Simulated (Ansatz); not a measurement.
A relaxation of cell and atoms of NbAu2 (P1, 3 atoms in the cell) with Ansatz (a program for electronic structure).

Level of theory: PBEsol, PAW files made with PBE (plane waves; Ansatz).

```xyz
3
Lattice="4.6765 0.0000 0.0000 -2.3382 4.0499 0.0000 0.0000 0.0000 2.7431" Properties=species:S:1:pos:R:3 pbc="T T T"
Nb     0.0047     0.0671    -0.0243
Au     2.3536     1.3001     1.3504
Au    -0.0200     2.6827     1.4170
```

Reference input (self-consistent single point, DFT, PBEsol, plane waves, PAW files made with PBE): kpoints.mp_grid.grid = 5 5 7; hamiltonian.xc = pbesol; hamiltonian.pseudopotentials = {kind: paw} (the program's default PAW files); scf.occupations.method = fermi_dirac; scf.occupations.width = 0.136 eV. This run's input differs from it in these lines:

```diff
@@ -17,2 +17,4 @@
   occupations: { method: fermi_dirac, width: 0.136 }
+relax:
+  cell: {}
 output:
```

Log, with long lists cut:

```
   [... SCF lines of the steps left out ...]
relax step   1: F+E_penalty+E_count = -30513.77071508 eV  Δ(F+E_penalty+E_count) = +0.000e0 eV  max|allowed force component| = 5.489e-1 eV/Å  Δτ_max = 0.0000 Å  P = -4.963 GPa  Ω = 51.953 Å³  (9 SCF iters, dr2 threshold 1.00e-7 eV, accepted)
relax step   2: F+E_penalty+E_count = -30513.44447603 eV  Δ(F+E_penalty+E_count) = +3.262e-1 eV  max|allowed force component| = 2.063e0 eV/Å  Δτ_max = 0.1985 Å  P = +19.772 GPa  Ω = 47.161 Å³  energy of the carried Pulay correction = +1.275e-3 eV  [...]
   [... lines left out ...]
relax step   5: F+E_penalty+E_count = -30513.84165559 eV  Δ(F+E_penalty+E_count) = -5.952e-6 eV  max|allowed force component| = 1.697e-4 eV/Å  Δτ_max = 0.0003 Å  P = +0.001 GPa  Ω = 50.436 Å³  energy of the carried Pulay correction = +3.905e-4 eV  [...]
relax step   6: F+E_penalty+E_count = -30513.84124566 eV  Δ(F+E_penalty+E_count) = +4.099e-4 eV  max|allowed force component| = 1.768e-4 eV/Å  Δτ_max = 0.0000 Å  P = +0.003 GPa  Ω = 50.436 Å³  stress off target by 4.23e-3 GPa  SCF on the basis [...]
basis re-selected at this cell: Δ(F+E_penalty+E_count) = +4.099e-4 eV, ΔP = +0.002 GPa vs the last step
Stability not checked: this state was not tested for a lower state beside it, because too few of the mixer's solves of this state at the end of the SCF gave a …
Free energy (F): -30513.841246 eV
Internal energy: -30513.778726 eV  (E = F + TS)
E sigma→0 (E₀):  -30513.809986 eV
Entropy (-TS):   -0.062519 eV (-20.840 meV/atom)
Fermi energy:    21.081269 eV
--- Forces (eV/Å), atoms counted from 1 ---
  atom   1  Nb    -0.00001546     0.00017643    -0.00000334
   [... lines left out ...]
  cell:  # Å, volume = 50.4360 Å³
   [... lines left out ...]
    - [-2.311458452005636, 4.003536590955204, 5.9656904498702415e-6]
    - [-1.3909045363491697e-6, 3.2376324906600293e-6, 2.7251049194632713]
  atoms:
    - { symbol: Nb, position: [-1.8648425815488211e-6, -4.396998022860252e-6, 2.2635068720325645e-7] }
    - { symbol: Au, position: [0.666667463184031, 0.3333357928011451, 0.49999652984678383] }
    - { symbol: Au, position: [0.3333344016585505, 0.6666686041968775, 0.500003243802529] }
```

The run converged. 

Summary of the result:
| Item | Result |
|---|---|
| Free energy E − TS (on the zero of these files) | -30513.8412 eV |
| Fermi level (on the code's own zero) | 21.08 eV |
| Pressure | 0.00 GPa |
| Final cell | a = 4.623 Å, b = 4.623 Å, c = 2.725 Å, α = 90.00°, β = 90.00°, γ = 120.00° |
| Final volume per atom | 16.81 Å³ |
| Relaxation steps | 6 |

The starting cell comes from a database of computed structures (which also holds hypothetical and non-ambient phases and stackings), without a prior relaxation at this level. Its atoms were displaced at random from the sites of space group no. 191. Spin polarisation is off. Ansatz's pressure includes its estimate of the finite-basis (Pulay) stress.

Cost on one core of a shared machine: roughly 60 s.

Keys are those of Ansatz 0.2.
